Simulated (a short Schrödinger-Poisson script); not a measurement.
Structure: MOS inversion layer, HfO2 on p-type Si(100), at 300 K.

From the gate side: 5.6 nm HfO2; 1500 nm Si, acceptors 7.9e16 cm⁻³.

The device is made up for the run: typed textbook-type constants, with dimensions and the other settings drawn at random. HfO2: permittivity 22, conduction-band edge (eV) 1.55, gap (eV) 5.7, electron mass (mₑ) 0.2. Si: permittivity 11.7, conduction-band edge (eV) 0, gap (eV) 1.124, Nv at 300 K (cm⁻³) 3.1e19.

Channel valleys (confinement mass, in-plane density-of-states mass, number): Δ2 0.916, 0.19, 2; Δ4 0.19, 0.417, 4. At the gate the conduction-band edge of layer 1 lies 1.6 eV − eVg above the Fermi level of the channel; the field vanishes at the back. Gaps are held at their typed values at every temperature. Mesh 0.03 nm at interfaces.

Solved with a short Schrödinger-Poisson script written for these runs: 1D Poisson equation in equilibrium, electrons quantum, Hartree (BenDaniel-Duke, 12 states a valley, the channel's in-plane mass for all, wave functions ending at the dielectric), parabolic valleys, classical holes, full ionisation, no traps, pinning or gate leakage.

| Vg (V) | electrons (cm⁻²) | C (μF/cm²) | Δ2 E0 (meV from the Fermi level) | Δ4 E0 (meV from the Fermi level) |
|---|---|---|---|---|
| -0.1 | 1.30e9 | 0.0981 | 236.2 | 267.3 |
| -0.05 | 7.88e9 | 0.131 | 188.9 | 220.8 |
| 0 | 4.39e10 | 0.304 | 143.7 | 176.5 |
| 0.05 | 1.82e11 | 0.750 | 105.5 | 140.2 |
| 0.1 | 4.80e11 | 1.22 | 78.1 | 115.9 |
| 0.15 | 9.09e11 | 1.55 | 58.8 | 100.6 |
| 0.2 | 1.42e12 | 1.76 | 44.4 | 90.3 |
| 0.25 | 1.99e12 | 1.91 | 32.9 | 82.8 |
| 0.3 | 2.61e12 | 2.02 | 23.2 | 77.2 |
| 0.35 | 3.25e12 | 2.11 | 14.8 | 72.6 |
| 0.4 | 3.92e12 | 2.18 | 7.4 | 68.9 |
| 0.45 | 4.61e12 | 2.24 | 0.7 | 65.7 |
| 0.5 | 5.32e12 | 2.28 | -5.5 | 63.0 |
| 0.55 | 6.04e12 | 2.32 | -11.4 | 60.5 |
| 0.6 | 6.77e12 | 2.36 | -16.8 | 58.3 |
| 0.65 | 7.51e12 | 2.39 | -22.1 | 56.3 |
| 0.7 | 8.26e12 | 2.41 | -27.1 | 54.4 |
| 0.75 | 9.01e12 | 2.44 | -31.9 | 52.6 |
| 0.8 | 9.77e12 | 2.46 | -36.6 | 51.0 |

Gate voltages with under 1e9 electrons/cm² are left out.

Q: At Vg = 0.8 V the lowest Δ2 subband lies at -36.6 meV from the Fermi level. How many electrons does it hold, and what share of all?

A: The two-dimensional density of states is g m/(πħ²) = 1.59e11 cm⁻² meV⁻¹ (both spins), kT = 25.9 meV, so n = D kT ln(1 + exp(−E/kT)) = 6.70e12 cm⁻², 0.69 of the 9.77e12 cm⁻² in all.

Q: Compare the slope of the sheet density between 0.7 and 0.8 V with the geometric capacitance of the layers between gate and channel.

A: q Δn/ΔV = 2.42 μF/cm²; ε0/Σ(t/ε) = 3.48 μF/cm². The ratio is 0.70: the channel acts as a further capacitance in series.
